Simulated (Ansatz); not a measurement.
# The (100) surface of rock-salt TiN, clean 1x1 (bottom of the slab: a bare face, its two planes held)

Calculation: PBE (plane waves to 420 eV, PAW; Ansatz, a quantum-chemistry and plane-wave program).

Model: 12-atom slab, 10.6 Å thick at the start with caps and adatoms (thin: gaps and levels are the slab's own), 12x12x1 mesh, Fermi-Dirac 0.1 eV, dipole correction, 4 atoms held, the rest relaxed; held to the start's symmetry, so lower structures may exist; no spin, no spin-orbit, no U.

The work function of the top face comes out as 2.94 eV and the energy released by relaxation is 0.19 eV. The cost is about 2.4 core-minutes (a rough figure).
